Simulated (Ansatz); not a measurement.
Start from GaCuSe2 in the chalcopyrite structure (space group I-42d, No. 122; a = 5.570 Å, c = 11.075 Å).

Method: DFT with PBEsol, PAW potentials and a 420 eV plane-wave cutoff in Ansatz (a quantum-chemistry and plane-wave program), scalar-relativistic without spin-orbit coupling.

For the base:

```
Property    Value
--------  -------
Band gap  0.12 eV
```

Now apply this change: the cell is scaled by 1.0075 in all directions; the atoms relax in the strained cell.

Question: How does this affect the band gap?

Answer: The band gap becomes zero (base: 0.12 eV).

Question: Estimate the effect on the energy relative to the base.

Answer: The energy rises by 2.3 meV/atom.

Stability against distortions was not tested. All final runs are without spin polarisation. Gaps under 0.05 eV, about the width of the smearing, are given as zero. A zero or small gap of GaCuSe2 can be the functional's error rather than a property of the material.
